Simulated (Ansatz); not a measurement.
Ansatz (a program for electronic structure) run on BaSrO2 (P4/mmm, 4 atoms in the cell): self-consistent single point.

Method: PBEsol, default PAW files made with PBE (plane waves; Ansatz).

```xyz
4
Lattice="3.8476 0.0000 0.0000 0.0000 3.8476 0.0000 0.0000 0.0000 5.4359" Properties=species:S:1:pos:R:3 pbc="T T T"
Ba     1.9238     1.9238     2.7180
Sr     0.0000     0.0000     0.0000
O      1.9238     1.9238     0.0000
O      0.0000     0.0000     2.7180
```

Reference input (self-consistent single point, DFT, PBE0, plane waves, default PAW files made with PBE): basis.ecutwfc = 30.9 Ry; kpoints.mp_grid.grid = 5 5 3; hamiltonian.xc = pbe0; hamiltonian.pseudopotentials = {kind: paw} (the program's default PAW files); scf.occupations.method = fixed. This run's input differs from it in these lines:

Ansatz 0.2 input:
```diff
@@ -17,3 +17,3 @@
 hamiltonian:
-  xc: pbe0
+  xc: pbesol
   pseudopotentials:
```

Output, abridged:

```
SCF iter   1: F=—  HF=-10481.970527 eV  |F-HF|=—  |Δ(HF+E_count)|=         —  Δρ=1.40e-2  dr2=1.56e-1  ethr=1.77e-3  ⟨swp⟩=5.4  Hψ=1164  notcnv=0  defer=13
all-band conjugate gradients solve this SCF's bands
preconditioner: auto → Resta (q_TF=auto, 2.340 Å⁻¹)
SCF iter   2: F=—  HF=-10481.943516 eV  |F-HF|=—  |Δ(HF+E_count)|=   2.70e-2  Δρ=7.02e-3  dr2=2.89e-2  ethr=4.89e-4  ⟨swp⟩=2.2  Hψ=470  notcnv=0  defer=23
SCF iter   3: F=—  HF=-10481.937507 eV  |F-HF|=—  |Δ(HF+E_count)|=   6.01e-3  Δρ=9.70e-4  dr2=8.12e-4  ethr=9.03e-5  ⟨swp⟩=2.1  Hψ=342  notcnv=0  defer=21
SCF iter   4: F=—  HF=-10481.937479 eV  |F-HF|=—  |Δ(HF+E_count)|=   2.78e-5  Δρ=2.27e-4  dr2=3.51e-5  ethr=2.54e-6  ⟨swp⟩=3.1  Hψ=438  notcnv=0  defer=24
SCF iter   5: F=—  HF=-10481.937455 eV  |F-HF|=—  |Δ(HF+E_count)|=   2.43e-5  Δρ=6.21e-5  dr2=3.13e-6  ethr=1.10e-7  ⟨swp⟩=2.2  Hψ=377  notcnv=0  defer=22
SCF iter   6: F=-10481.937455 eV  HF=-10481.937455 eV  |F-HF|=1.22e-8  |Δ(HF+E_count)|=   2.11e-7  Δρ=1.15e-5  dr2=9.26e-8  ethr=3.13e-10  ⟨swp⟩=8.6  Hψ=1766  notcnv=0
SCF 1 converged in 6 iterations: F = -10481.937455 eV  dr2 = 9.26e-8
Free energy (F): -10481.937455 eV
Internal energy: -10481.937455 eV  (E = F + TS)
E sigma→0 (E₀):  -10481.937455 eV
Fermi energy:    7.805021 eV
--- Forces (eV/Å), atoms counted from 1 ---
  atom   1  Ba     0.00000000     0.00000000     0.00000000
   [... zero for the other atoms too ...]
--- Stress (GPa, compression-positive) ---
       -4.609822       0.000000       0.000000
        0.000000      -4.609822       0.000000
        0.000000       0.000000      -4.548668
  P = ⅓ Tr σ = -4.5894 GPa (-45.894 kbar)
  The stress holds the Pulay correction. Without it, at fixed plane waves, as pw.x and ABINIT print it: P = -4.9091 GPa
```

The run converged in 6 iterations. Against the reference run the pressure goes from -3.25 to -4.59 GPa and the gap on the mesh goes from 4.492 to 2.304 eV.

The starting cell comes from a database of computed structures (which also holds hypothetical and non-ambient phases and stackings), without a prior relaxation at this level. Its lattice was rescaled by a random factor within 2.5 % of one. With a pressure of about -5 GPa the cell is away from its equilibrium volume at this level. Ansatz's pressure includes its estimate of the finite-basis (Pulay) stress.
